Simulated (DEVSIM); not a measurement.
Structure: Si/Ge n-p heterojunction, at 300 K.

Layer 1 from the left is Si, thickness (μm) 0.0240, Nd (cm⁻³) 4.6e17, τn (s) 7.1e-7, τp (s) 7.1e-7. Layer 2 from the left is Ge, thickness (μm) 0.250, Na (cm⁻³) 1.7e15, τn (s) 7.1e-7, τp (s) 7.1e-7.

Left contact: ohmic. Right contact: ohmic. Voltage is applied to the left contact. Recombination: SRH at mid-gap, radiative. Mobility is μmin + (μ − μmin)/(1 + (N/Nref)^α).

The device is made up for the run: typed textbook-type constants, with dimensions and the other settings drawn at random. Values at 300 K.

Si: gap (eV) 1.124, affinity (eV) 4.05, permittivity 11.7, Nc (cm⁻³) 2.86e19, Nv (cm⁻³) 3.1e19, μn (cm²/Vs) 1417, μp (cm²/Vs) 470, μn,min 52, μp,min 45, Nref,n 9.7e16, Nref,p 2.2e17, αn 0.68, αp 0.72, B (cm³/s) 4.7e-15. Ge: gap (eV) 0.664, affinity (eV) 4, permittivity 16, Nc (cm⁻³) 1.04e19, Nv (cm⁻³) 6e18, μn (cm²/Vs) 3900, μp (cm²/Vs) 1900, μn,min 150, μp,min 100, Nref,n 2.6e17, Nref,p 4e17, αn 0.56, αp 0.6, B (cm³/s) 6.4e-14.

Model (solved in DEVSIM): 1D drift-diffusion, Boltzmann statistics, complete ionisation; no tunnelling, impact ionisation, image-force lowering or self-heating. Band offsets follow the typed affinities; no thermionic-emission limit at abrupt steps, no polarisation charge.

Q: What does the simulation give for the dark forward voltage at 100 A/cm², the largest field in the device at zero bias, the potential step across the device at zero bias?

A: dark forward voltage at 100 A/cm² 0.129 V; largest field in the device at zero bias 22000 V/cm; potential step across the device at zero bias 0.296 V.
